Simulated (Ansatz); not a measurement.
Base system: C in the diamond structure (space group Fd-3m, No. 227; a = 3.554 Å). Axes: x, y, z lie along the cube axes.

Calculations: DFT with PBEsol, PAW potentials and a 420 eV plane-wave cutoff in Ansatz (a first-principles code), without spin-orbit coupling.

For the base:

The band gap is 4.03 eV. The smallest direct gap is 5.57 eV.

It is then changed as follows: the cell is stretched by 1.00 % along z with no lateral relaxation, atoms relaxed at fixed cell.

What does the calculation give for the band gap and smallest direct gap after the change?

The band gap falls by 0.15 eV (4.03 eV → 3.88 eV); the smallest direct gap shrinks by 0.12 eV, from 5.57 eV to 5.45 eV.

The cells carry an imposed strain or load. Whether these cells are dynamically stable was not tested.
